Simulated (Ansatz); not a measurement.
The reference is NaF in the rock salt structure (space group Fm-3m, No. 225; a = 4.7012 Å).

The values are results of PBE/PAW in Ansatz (a program for electronic structure), no SOC, not measurements.

Before the change:

```
Property                Value
-------------  --------------
Electron mass  0.56 mₑ (at Γ)
Band gap              6.09 eV
Gap character     direct at Γ
```

Perturbation: cell and atoms relaxed at a pressure of 3 GPa.

Question: What does the calculation give for the electron mass, band gap and gap character after the change?

Answer: The electron mass remains 0.56 mₑ (at Γ); the band gap increases by 0.31 eV to 6.40 eV; the gap character is still direct at Γ.

Load acts through the strain it causes; cell and atoms are relaxed under it. Effective masses come from finite differences of ±0.01 Å⁻¹. Whether these cells are dynamically stable was not tested.
